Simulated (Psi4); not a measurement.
Psi4 1.11, unrestricted BP86/def2-svp: Sb(Cl)3 triplet ([Cl][Sb]([Cl])[Cl]), charge 0, multiplicity 3, 4 atoms. The geometry is a generated start, not checked to be a minimum at this level.

```json
{
  "task": "energy",
  "method": "bp86",
  "basis": "def2-svp",
  "memory": "3 GB",
  "maxiter": "100",
  "keys_of_the_molecule_block": "symmetry c1",
  "scf_type": "df (default)",
  "guess": "auto, which took SAD (default)",
  "scf_initial_accelerator": "adiis (default)",
  "e_convergence": "1e-06 (default)",
  "d_convergence": "1e-06 (default)",
  "dft_radial_points": "75 (default)",
  "dft_spherical_points": "302 (default)",
  "effective_core_potentials": "those of the basis set, past Kr",
  "basis_functions": "80",
  "grid_points": "83241"
}
```

```xyz
4

Sb     0.0036    -0.0014     0.9307
Cl    -1.7482    -0.9761    -0.2986
Cl     0.0220     1.9987    -0.3143
Cl     1.7226    -1.0212    -0.3178
```

Charge 0 and multiplicity 3 are set for this test and not shown to be the ground state.

One run each on 2 threads. Values of diis_max_vecs tried: 3, 6, 10 (default), 20.

Problem. How does the count of SCF iterations change with diis_max_vecs, and where is it least?

Solution. Fewest SCF iterations, within one of each other: 10 (default) with 19, 20 with 18. The count rises to 26 at 6. The run ends without SCF convergence in 100 iterations at 3.

```json
[
 {"diis_max_vecs": "3", "SCF iterations": "100", "end": "no convergence"},
 {"diis_max_vecs": "6", "SCF iterations": "26", "end": "same solution"},
 {"diis_max_vecs": "10 (default)", "SCF iterations": "19", "end": "same solution"},
 {"diis_max_vecs": "20", "SCF iterations": "18", "end": "same solution"}
]
```
